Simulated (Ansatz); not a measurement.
# Relaxation of cell and atoms of TiCo (Pm-3m, 2 atoms in the cell) at several settings

```
CELL_PARAMETERS angstrom
      3.00910     0.00000     0.00000
      0.00000     3.00910     0.00000
      0.00000     0.00000     3.00910
ATOMIC_POSITIONS crystal
  Ti 0.00000 0.00000 0.00000
  Co 0.50000 0.50000 0.50000
```
Moments meant for the start (each program seeds them in its own way; μB, in the order of the atoms Ti Co): 1.0 3.0.

Base: PBE, harder PAW files (source: ansatz) (Ansatz, a quantum-chemistry and plane-wave program). Its settings: basis.ecutwfc = 900 eV; kpoints.mp_grid.grid = 7 7 7; hamiltonian.xc = pbe; hamiltonian.pseudopotentials = {kind: paw, source: ansatz}; magnetization.spin_polarized = true; scf.occupations.method = cold; scf.occupations.width = 0.1 eV. Starting volume 13.62 Å³ per atom.

Each line gives the change from the base single point and the result:

- relax: default → cell and atoms: pressure -0.01 GPa; final cell a = b = c = 2.984 Å, α = β = γ = 90.00°; final volume per atom 13.28 Å³; relaxation steps 4; free energy against the base single point -4.5 meV/atom.
- hamiltonian.xc: pbe → lda; relax: default → cell and atoms [DFT, LDA (PW92), plane waves, harder PAW files (source: ansatz) made with PBE]: pressure -0.02 GPa; final cell a = b = c = 2.905 Å, α = β = γ = 90.00°; final volume per atom 12.26 Å³; relaxation steps 5.

The starting cell comes from a database of computed structures (which also holds hypothetical and non-ambient phases and stackings), without a prior relaxation at this level. Its lattice was rescaled by a random factor within 2.5 % of one. With one magnetic atom in the cell only a parallel order is possible. Ansatz's pressure includes its estimate of the finite-basis (Pulay) stress.

Left out of this page: 1 run of the series outside the window shown, repeating another row's setting, or not comparable.

Keys are those of Ansatz 0.2.
